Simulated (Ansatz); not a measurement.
Relaxation of the outer planes of the (310) surface of fcc Ni, ferromagnetic in its 1x1 cell, outermost plane spacing 0.56 Å in the ideal cut.

Calculation: PBE (plane waves to 420 eV, PAW; Ansatz, a first-principles code).

Slab: 19 atoms, 10.0 Å thick at the start (thin: gaps and levels are the slab's own); k 11x7x1, smearing 0.1 eV, dipole-corrected; all atoms relaxed; held to the start's symmetry, so lower structures may exist; spin-polarised, no spin-orbit, no U.

| plane | atoms | bulk spacing to the next (Å) | relaxed spacing (Å) | change (%) | rumpling (Å) |
|---|---|---|---|---|---|
| 1 | Ni | 0.556 | (withheld) | (withheld) | 0.00 |
| 2 | Ni | 0.556 | 0.471 | -15.3 | 0.00 |

Task: What belongs in the gaps?

Result: 
- 1, relaxed spacing (Å): 0.512
- 1, change (%): -8.0
